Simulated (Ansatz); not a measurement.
## Mg under a change: biaxial strain −4.70 %, plane normal [001], relaxed out of plane

Base system: Mg in the hcp (Mg type) structure (space group P6_3/mmc, No. 194; a = 3.1751 Å, c = 5.1628 Å; relaxed with 0.1 eV smearing). Axes: x lies along a and z along c of the hexagonal cell.

Now apply this change: biaxial strain −4.70 %, plane normal [001], relaxed out of plane (Cartesian); in-plane vectors clamped, the third vector and the atoms free.

The values are results of PBEsol, PAW, 420 eV (Ansatz, an electronic-structure program; scalar-relativistic without spin-orbit coupling), not measurements. k-mesh 21×21×11 (Γ-centred); smearing 0.1 eV (Fermi–Dirac).

```tsv
quantity	base	changed	shift
space group	P6_3/mmc (No. 194)	P6_3/mmc (No. 194)	–
shortest interatomic distance	3.166 Å	3.026 Å	-0.140 Å
band gap	zero	zero	–
out-of-plane strain	–	+2.62 %	–
ratio −ε⊥/ε∥	–	0.56	–
mean in-plane stress (compression positive)	–	+5.0 GPa	–
```

Final structure (turned so that z lies along the plane normal):

```yaml
crystal:
  lattice:
    - [3.02589, 0.00000, 0.00000]
    - [1.51295, 2.62050, 0.00000]
    - [0.00000, 0.00000, 5.29811]
  atoms:
    - { symbol: Mg, position: [0.33333, 0.33333, 0.75000] }
    - { symbol: Mg, position: [0.66667, 0.66667, 0.25000] }
```

No phonon test of stability was made.
